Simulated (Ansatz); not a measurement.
CsSnI3: pressure series

Base system: CsSnI3 in the cubic perovskite structure (space group Pm-3m, No. 221).

```
CsSnI3
1.0
    6.22445     0.00000     0.00000
    0.00000     6.22445     0.00000
    0.00000     0.00000     6.22445
Cs Sn I
1 1 3
Direct
  0.00000   0.00000   0.00000
  0.50000   0.50000   0.50000
  0.00000   0.50000   0.50000
  0.50000   0.50000   0.00000
  0.50000   0.00000   0.50000
```

Cell and atoms are relaxed at each pressure.

Method: DFT with r2SCAN, PAW potentials and a 500 eV plane-wave cutoff in Ansatz (a first-principles code), without spin-orbit coupling.

Candidates:
(a) pressure −2 GPa
(b) pressure 0.7 GPa
(c) pressure 7.5 GPa

For the base:

```
Quantity   Result
--------  -------
Band gap  0.46 eV
```

Question: Order them by band gap, highest first.

Answer: (a) pressure −2 GPa (1.14 eV), (b) pressure 0.7 GPa (0.28 eV), (c) pressure 7.5 GPa (zero)

A case with no gap was solved on a k-mesh chosen for an insulator, which is coarse for it. With I present, leaving out spin-orbit coupling can change the band edges. Load acts through the strain it causes; cell and atoms are relaxed under it. Stability against distortions was not tested. No other phases were tried under pressure. All final runs are without spin polarisation. Many cubic perovskites are stable only at high temperature; tilts and polar distortions were not tested. The zero or small gap of CsSnI3 under pressure 0.7 GPa and CsSnI3 under pressure 7.5 GPa can change with the level of theory.
